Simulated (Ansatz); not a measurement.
MgS, alloy series

The parent structure is MgS in the rock salt structure (space group Fm-3m, No. 225; a = 5.182 Å).

The other end (x = 1) is MgO in the rock salt structure (space group Fm-3m, No. 225): 9.36 Å³/atom, gap 4.62 eV.

O replaces a fraction x of S; each row is one arrangement (x, atoms in the cell, starting space group or random), fully relaxed.

Level of theory: DFT with PBEsol, PAW potentials and a 420 eV plane-wave cutoff in Ansatz (a program for electronic structure), no spin-orbit coupling.

Notes on the quantities. bowing parameter b of this ordering: Eg = [1−x] Eg[0] + x Eg[1] − b x [1−x]; deviation of the volume from the linear: Vegard-type) interpolation; gap character: in this cell's own zone, which can be folded.

| variant | bowing parameter b of this ordering | deviation of the volume from the linear | gap character |
|---|---|---|---|
| x(O) = 0.25, 8 atoms, I4/mmm | 1.6 eV | +1.4 % | indirect, k = (0.111, 1/3, -1/3) in the run's primitive reciprocal basis → Γ |
| x(O) = 0.333, 6 atoms, P-3m1 | 8.5 eV | (withheld) | direct at Γ |
| x(O) = 0.5, 8 atoms, Pmmn | 8.1 eV | -0.2 % | indirect, Z → Γ |
| x(O) = 0.75, 8 atoms, I4/mmm | 1.7 eV | +2.0 % | direct at Γ |

Q: Complete the table.

A: 
- x(O) = 0.333, 6 atoms, P-3m1, deviation of the volume from the linear: -0.8 %

These are small ordered cells, not random alloys; other orderings at the same x differ. Whether these cells are dynamically stable was not tested. Labels are those of the standard path for the cell's own space group.
